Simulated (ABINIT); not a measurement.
Input and output of a relaxation of cell and atoms for Ag (Fm-3m, 1 atom in the cell) (ABINIT).

Computed with PBE, norm-conserving pseudopotentials (PseudoDojo nc-sr-05 PBE standard) (plane waves; ABINIT).

The input file:

```
# Ag, PseudoDojo nc-sr-05 PBE standard
pp_dirpath "./"
pseudos "Ag.upf"
acell 2.9144098951 2.9144098951 2.9144098951 Angstrom
rprim
         0.0000000000    0.7071067812    0.7071067812
         0.7071067812   -0.0000000000    0.7071067812
         0.7071067812    0.7071067812   -0.0000000000
natom 1
ntypat 1
znucl 47
typat 1
xred    0.0000000000    0.0000000000    0.0000000000
ecut 82 Ry
occopt 7
tsmear 0.272 eV
nband 15
kptopt 1
ngkpt 9 9 9
nshiftk 1
shiftk 0 0 0
nstep 50
tolvrs 1.0e-12
ionmov 3
ntime 40
tolmxf 1.0e-04
optcell 2
dilatmx 1.08
ecutsm 0.5
prtwf 0
prtden 0
prtvol 1
```

Output (repeated stretches shortened):

```
--- !BeginCycle
solver: {iscf: 7, nstep: 50, nline: 4, wfoptalg: 0, }
tolerances: {tolvrs: 1.00E-12, }
...

     iter   Etot(hartree)      deltaE(h)  residm     vres2
 ETOT  1  -154.96744477595    -1.550E+02 2.517E-01 8.271E+01
 ETOT  2  -155.00193449041    -3.449E-02 8.376E-03 9.201E+01
 ETOT  3  -155.01974550463    -1.781E-02 3.047E-03 4.404E-02
 ETOT  4  -155.01975587685    -1.037E-05 8.521E-04 6.718E-04
 ETOT  5  -155.01975591276    -3.592E-08 1.286E-03 1.220E-05
 ETOT  6  -155.01975591335    -5.917E-10 2.145E-04 8.333E-07
 ETOT  7  -155.01975591349    -1.322E-10 2.241E-04 1.609E-09
 ETOT  8  -155.01975591348     2.871E-12 2.186E-04 1.363E-11
 ETOT  9  -155.01975591348    -8.811E-13 2.223E-04 3.237E-14
 At SCF step    9       vres2   =  3.24E-14 < tolvrs=  1.00E-12 =>converged.

 Cartesian components of stress tensor (hartree/bohr^3)
  sigma(1 1)= -5.46353352E-05  sigma(3 2)=  0.00000000E+00
  sigma(2 2)= -5.46353352E-05  sigma(3 1)=  0.00000000E+00
  sigma(3 3)= -5.46353352E-05  sigma(2 1)=  0.00000000E+00

---OUTPUT-----------------------------------------------------------------------

 Cartesian coordinates (xcart) [bohr]
  0.00000000000000E+00  0.00000000000000E+00  0.00000000000000E+00
 Reduced coordinates (xred)
  0.00000000000000E+00  0.00000000000000E+00  0.00000000000000E+00
 Cartesian forces (fcart) [Ha/bohr]; max,rms= 0.00000E+00 0.00000E+00 (free atoms)
 -0.00000000000000E+00 -0.00000000000000E+00 -0.00000000000000E+00
 Gradient of E wrt nuclear positions in reduced coordinates (gred)
   [... lines left out ...]
 At Broyd/MD step   4, gradients are converged :
 Fermi (or HOMO) energy (hartree) =   0.38442   Average Vxc (hartree)=  -0.45670
   [... lines left out ...]
total_energy        : -1.55019808153753E+02
total_energy_eV     : -4.21830350557533E+03
band_energy         : -1.35041176191581E+01
...

-Cartesian components of stress tensor (GPa)         [Pressure=  1.2832E-03 GPa]
- sigma(1 1)= -1.28320809E-03  sigma(3 2)=  0.00000000E+00
- sigma(2 2)= -1.28320809E-03  sigma(3 1)=  0.00000000E+00
- sigma(3 3)= -1.28320809E-03  sigma(2 1)=  0.00000000E+00

 Calculation completed.
```

The run converged. 

Summary of the result:
- Free energy E − TS = -4218.30 eV
- Fermi level (on the code's own zero) = 10.46 eV
- Pressure = 0.00 GPa
- Final cell = a = 2.9304 Å, b = 2.9304 Å, c = 2.9304 Å, α = 60.00°, β = 60.00°, γ = 60.00°
- Final volume per atom = 17.79 Å³
- Relaxation steps = 4

The starting cell comes from a database of computed structures (which also holds hypothetical and non-ambient phases and stackings), without a prior relaxation at this level. Its lattice was rescaled by a random factor within 2.5 % of one. The relaxation keeps the symmetry of its start, so its end need not be a minimum.

Cost on one core of a shared machine: roughly 3 min.
